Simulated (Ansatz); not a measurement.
## Defect calculation: V_W in tetragonal WSi2

These are PBE, PAW (plane waves to 420 eV; Ansatz, an electronic-structure program) values and carry that method's errors. Cell and caveats: 54-site cell; 4×4×4 shifted k-points; start: the W site; no spin–orbit coupling; energies good to tenths of an eV; the relaxation kept the symmetry of the starting site; flagged in the runs: a host that isn't quite at rest in this cell.

Neighbours after relaxation, in Å: of the emptied site: Si 2.56, Si 2.56, Si 2.56, Si 2.56, Si 2.56, Si 2.56, Si 2.56, Si 2.56 (the shell may go on).

Formation energies E_f are those of the neutral cell. Chemical conditions: Si-rich (Δμ(W) = -1.02 eV; only phases computed here count, gases as isolated molecules at 0 K); W-rich (Δμ(W) = 0.00 eV; only phases computed here count, gases as isolated molecules at 0 K). Reference phases: W: bcc W.

| charge | moment (μB) | largest move off a lattice site (Å) | E_f, Si-rich (eV) | E_f, W-rich (eV) |
|---|---|---|---|---|
| 0 | not spin-polarised | 0.07 | 2.03 | 3.05 |

Flagged in the runs: a host that isn't quite at rest in this cell.

All states together cost about 4 core-minutes (a rough figure).
